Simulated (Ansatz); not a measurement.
Base system: Re in the hcp (Mg type) structure (space group P6_3/mmc, No. 194; a = 2.758 Å, c = 4.463 Å). Axes: x lies along a and z along c of the hexagonal cell.

Method: r2SCAN (Ansatz, a program for electronic structure; PAW; 500 eV plane waves; no spin-orbit coupling), earlier PAW set.

For the base:

Shortest interatomic distance: 2.741 Å

Modification: a free-standing slab of 7 layers (7 atoms, 1 a layer) is cut normal to the z axis, with 15 Å of vacuum and the in-plane cell held at bulk.

Task: Predict the new shortest interatomic distance, excess energy per area of both faces, change of the spacing d23 from its bulk value of 2.231 Å and change of the spacing d12 from its bulk value of 2.231 Å.

Result: The shortest interatomic distance falls by 0.106 Å to 2.635 Å; the excess energy per area of both faces (slab less bulk energy over the cell's area: twice a surface energy) comes out as 5.7 J/m² (uncertain by up to 0.2 J/m²); the change of the spacing d23 from its bulk value of 2.231 Å amounts to +2.9 %; the change of the spacing d12 from its bulk value of 2.231 Å amounts to -5.9 %.

The excess energy carries the mismatch between the slab's and the bulk's meshes. Whether these cells are dynamically stable was not tested. The final runs are not spin-polarised.
